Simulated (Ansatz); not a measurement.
The starting structures come from a database of crystals and need not be the phases stable at ambient conditions.

By PBEsol, the system below comes out a metal.

Without scattering a metal conducts by its projected Fermi surface.

Here is the system:

```
CELL_PARAMETERS angstrom
      5.50902     0.00000     0.00000
     -2.75451     4.77095     0.00000
      0.00000     0.00000     4.39795
ATOMIC_POSITIONS crystal
  Mo 0.33333 0.66667 0.25000
  Mo 0.66667 0.33333 0.75000
  Ir 0.33265 0.16633 0.25000
  Ir 0.66735 0.83368 0.75000
  Ir 0.16633 0.33265 0.75000
  Ir 0.83367 0.66735 0.25000
  Ir 0.83367 0.16633 0.25000
  Ir 0.16633 0.83368 0.75000
```

Space group of this cell: P6_3/mmc. The cell is taken as given; by PBEsol its mean pressure is -6.0 GPa.

The current flows along the normal of the first two printed cell vectors, the (001) plane of the conventional cell. No spin-orbit coupling; the value is a mean over 0.1 eV about the Fermi level.

Problem. Give the ballistic conductance per area that Ansatz (a first-principles code) with PBEsol yields.

Solution. 0.78 × 10¹⁵ S/m² for both spins.
